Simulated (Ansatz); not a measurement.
The starting structures come from a database of crystals and need not be the phases stable at ambient conditions.

```
CELL_PARAMETERS angstrom
      3.88603     0.00000     0.00000
     -1.94302     3.36540     0.00000
      1.94301     1.12180     6.43081
ATOMIC_POSITIONS crystal
  Ga 0.12926 0.56463 0.30611
  Ga 0.87074 0.43537 0.69389
  P  0.88523 0.94261 0.17216
  P  0.11477 0.05739 0.82784
```

Space group of this cell: R-3m. The cell is taken as given; by r2SCAN its mean pressure is -2.3 GPa.

The current runs along the normal of the first two printed vectors, the (001) plane. All runs by Ansatz (a quantum-chemistry and plane-wave program), plane waves and PAW, without spin-orbit coupling; the base is r2SCAN.

```
run                                                      mean pressure (GPa)  gap (eV)  mid-gap κ (1/Å)
-------------------------------------------------------  -------------------  --------  ---------------
base                                                                    -2.3      1.07            0.095
all lengths scaled by 0.98                                               2.6      1.06            0.102
all lengths scaled by 1.02                                              -6.0       ___              ___
lda in place of r2scan                                                  -4.8      0.71            0.079
lengths across the current scaled by 0.98, ions clamped                  0.7      0.96            0.091
lengths across the current scaled by 1.02, ions clamped                 -4.7       ___            0.102
lengths along the current scaled by 0.97, ions clamped                   0.4      1.23            0.112
lengths along the current scaled by 1.03, ions clamped                  -4.4       ___              ___
pbesol in place of r2scan                                               -2.8      0.73            0.082
```

Task: What belongs in the gaps?

Result: 
- all lengths scaled by 1.02, gap (eV): 1.03
- all lengths scaled by 1.02, mid-gap κ (1/Å): 0.087
- lengths across the current scaled by 1.02, ions clamped, gap (eV): 1.15
- lengths along the current scaled by 1.03, ions clamped, gap (eV): 0.91
- lengths along the current scaled by 1.03, ions clamped, mid-gap κ (1/Å): 0.077
